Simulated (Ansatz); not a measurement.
**TiB2: response to strain**

Consider TiB$_{2}$ (space group P6/mmm, No. 191; a = 3.0173 Å, c = 3.1849 Å). Axes: x lies along a and z along c of the hexagonal cell.

Strains are applied to the cell and any free atomic positions relax; under biaxial strain the out-of-plane vector relaxes too.

Computed with PBEsol/PAW in Ansatz (a program for electronic structure), no spin-orbit coupling, earlier PAW set.

Notes on the quantities. pressure: mean of the normal stresses, compression positive; energy relative to the base: free energy F.

| variant | pressure | energy relative to the base | shortest interatomic distance | space group |
|---|---|---|---|---|
| base | 0.0 GPa | 0 meV/atom | 1.742 Å | P6/mmm (No. 191) |
| biaxial strain −4.21 %, plane normal [001], relaxed out of plane | 23.0 GPa | – | 1.669 Å | P6/mmm (No. 191) |
| isotropic strain −1.04 % | 8.9 GPa | +7.0 meV/atom | 1.724 Å | P6/mmm (No. 191) |
| isotropic strain −0.86 % | 7.3 GPa | +4.8 meV/atom | 1.727 Å | P6/mmm (No. 191) |
| uniaxial strain ε_zz = −3.48 % | 9.0 GPa | +16 meV/atom | 1.742 Å | P6/mmm (No. 191) |
| tensor shear ε_xz = +2.61 % | 0.9 GPa | +20 meV/atom | 1.742 Å | C2/m (No. 12) |

A case with no gap was solved on a k-mesh chosen for an insulator, which is coarse for it. Without a gap, meshes like the base's 13×13×10 leave anisotropic stresses uncertain by several tenths of a GPa, and small strain energies with them. Whether these cells are dynamically stable was not tested. All final runs are without spin polarisation.
